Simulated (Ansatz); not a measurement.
Consider SrTiO₃ in the cubic perovskite structure (space group Pm-3m, No. 221; a = 3.891 Å). Axes: x, y, z lie along the cube axes.

Level of theory: PBEsol (Ansatz, a first-principles code), without spin-orbit coupling.

Strains are applied to the cell and any free atomic positions relax; under biaxial strain the out-of-plane vector relaxes too.

One change was made to it. Results:

| quantity | base | after |
|---|---|---|
| volume per atom | 11.78 Å³ | 12.30 Å³ |
| smallest direct gap | 2.19 eV | 2.07 eV |
| energy relative to the base (free energy F) | 0 meV/atom | +24 meV/atom |
| band gap | 1.85 eV | 1.71 eV |

Task: What was done to the base?
A) biaxial strain +1.20 %, plane normal [001], relaxed out of plane
B) biaxial strain +1.80 %, plane normal [001], relaxed out of plane
C) biaxial strain +3.00 %, plane normal [001], relaxed out of plane
D) biaxial strain +0.60 %, plane normal [001], relaxed out of plane

Result: C, biaxial strain +3.00 %, plane normal [001], relaxed out of plane. For comparison, the band gap in the other runs: biaxial strain +1.20 %, plane normal [001], relaxed out of plane gives 1.79 eV; biaxial strain +0.60 %, plane normal [001], relaxed out of plane gives 1.82 eV; biaxial strain +1.80 %, plane normal [001], relaxed out of plane gives 1.76 eV.

Whether these cells are dynamically stable was not tested. The final runs are not spin-polarised. Many cubic perovskites are stable only at high temperature; tilts and polar distortions were not tested.
